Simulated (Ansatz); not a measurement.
For GaAs (model structure, started from the NiAs type, P6₃/mmc, No. 194, 4 atoms in the cell), PBE in Ansatz (PAW) gives:

| Quantity | Value |
|---|---|
| equilibrium lattice constant a | 3.767 Å |
| lattice parameter c | 6.450 Å |

Task: What does PBE-D3(BJ) in Ansatz (plane waves, PAW) give for the same quantities?

Result: 
- lattice constant a: 3.707 Å (falls by 1.6 %)
- lattice parameter c: 6.370 Å (shrinks by 1.2 %)

Changes are worked out from the printed values.

Unless a cell is named, each level is at its own relaxed cell (PBE 19.81, PBE-D3(BJ) 18.96 Å³/atom).

Ansatz's density-functional and Hartree–Fock values are scalar-relativistic unless marked +SOC, with PAW data made under PBE.

A model structure was made by putting elements into a prototype or built by hand; it is no filed structure, need not be a known phase, and can be a saddle point held by its symmetry.

Ansatz is a first-principles code.
